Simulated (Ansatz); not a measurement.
Consider Ta5Si3 (space group I4/mcm, No. 140; a = 6.5035 Å, c = 11.8140 Å). Axes: x, y, z lie along a, b, c of the conventional cell.

Computed with PBEsol in Ansatz (plane waves to 420 eV, PAW, scalar-relativistic without spin-orbit coupling).

Before the change:

```
Quantity                        Result
-----------------------------  -------
Pressure                       0.0 GPa
Shortest interatomic distance  2.395 Å
```

The change: biaxial strain −3.20 %, plane normal [001], relaxed out of plane (Cartesian); in-plane vectors clamped, the third vector and the atoms free.

### Question
What happens to the energy relative to the base?

### Answer
The energy grows by 46 meV/atom.

### Question
Predict the new pressure.

### Answer
The pressure (mean of the normal stresses, compression positive) goes from zero to 10.2 GPa.

### Question
What does the calculation give for the shortest interatomic distance after the change?

### Answer
The shortest interatomic distance shrinks by 0.075 Å, from 2.395 Å to 2.320 Å.

Without a gap, meshes like the base's 8×8×8 leave anisotropic stresses uncertain by several tenths of a GPa, and small strain energies with them. No phonon test of stability was made. All final runs are without spin polarisation.

Ansatz is a program for electronic structure.
